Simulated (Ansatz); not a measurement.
**BN (model structure, started from the SiC type, P3m1, No. 156, 20 atoms in the cell)**

All values below come from HSE06 in Ansatz (PAW).

Run with plane-wave cutoff 460 eV, 9×9×1 k mesh (along the axes of the cell as run), Fermi–Dirac smearing 0.01 eV, scalar-relativistic PAW data made under PBE.

Cell (relaxed with PBEsol):

BN has the trigonal space group P3m1 (No. 156), Pearson symbol hP20. Cell: a = 2.5461 Å, b = 2.5461 Å, c = 20.8958 Å, α = 90.00°, β = 90.00°, γ = 120.00°. B1 on 1a is coordinated by 4 N at 1.559–1.562 Å (tetrahedral). B2 on 1a sees 4 N at 1.560 Å (tetrahedral). B3 on 1b sees 4 N at 1.561–1.574 Å (tetrahedral). B4 on 1a sees 4 N at 1.560 Å (tetrahedral). B5 on 1b sees 4 N at 1.561–1.574 Å (tetrahedral). B6 on 1b is surrounded by 4 N at 1.561–1.574 Å (tetrahedral). B7 on 1c sees 4 N at 1.559–1.562 Å (tetrahedral). B8 on 1a is coordinated by 4 N at 1.560 Å (tetrahedral). 12 further independent sites are not listed. (Neighbours: up to the widest gap in distance over summed covalent radii, below 1.35, at either atom.)

```json
{
 "band_gap": "6.60 eV (indirect)",
 "smallest_direct_gap_on_the_k_points_sampled": "8.79 eV",
 "direct gap at Γ": "10.40 eV"
}
```

Note: the relaxation could raise the start's symmetry but not lower it, so the cell can be a saddle point; cell and atoms aren't relaxed at this level (pressure -3.1 GPa).

Cost on a shared machine: roughly 6 core-minutes.

A model structure was made by putting elements into a prototype or built by hand; it is no filed structure, need not be a known phase, and can be a saddle point held by its symmetry.

Ansatz is an electronic-structure program.
